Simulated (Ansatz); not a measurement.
## A computed series for hypothetical Fm-3m WSe2: alloy series

Consider WSe2 (space group Fm-3m, No. 225; a = 6.261 Å; ferromagnetic; a hypothetical phase, not in the database extracts checked).

The other end (x = 1) is WBr2 (space group Fm-3m, No. 225; a hypothetical phase, not in the database extracts checked): 20.81 Å³/atom, gap 1.08 eV; this end may not be an ambient phase.

Br replaces a fraction x of Se; each row is one arrangement (x, atoms in the cell, starting space group or random), fully relaxed.

The values are results of r2SCAN in Ansatz (plane waves to 500 eV, PAW, no SOC), earlier PAW set, not measurements.

```json
[
 {"case": "base", "volume per atom": "20.46 Å³", "largest site moment": "1.43 μB"},
 {"case": "x(Br) = 0.25, 6 atoms, P-4m2", "volume per atom": "20.56 Å³", "largest site moment": "1.09 μB"},
 {"case": "x(Br) = 0.5, 6 atoms, P4/nmm", "volume per atom": "20.85 Å³", "largest site moment": "0.72 μB"},
 {"case": "x(Br) = 0.5, 6 atoms, P4_2/mmc", "volume per atom": "20.52 Å³", "largest site moment": "0.71 μB"},
 {"case": "x(Br) = 0.75, 6 atoms, P-4m2", "volume per atom": "20.71 Å³", "largest site moment": "0.36 μB"}
]
```

The magnetic state is the one reached from the starting moments; the real material's order can differ, and small cells can't hold many antiferromagnetic ones. Each cell is one ordered arrangement of few atoms, which overstates ordering effects compared with a random alloy. Spin-orbit coupling, missing from the scalar runs, can matter with W. No phonon test of stability was made. No Hubbard U is applied, and correlation can decide whether such a compound is a metal.

Ansatz is a quantum-chemistry and plane-wave program.
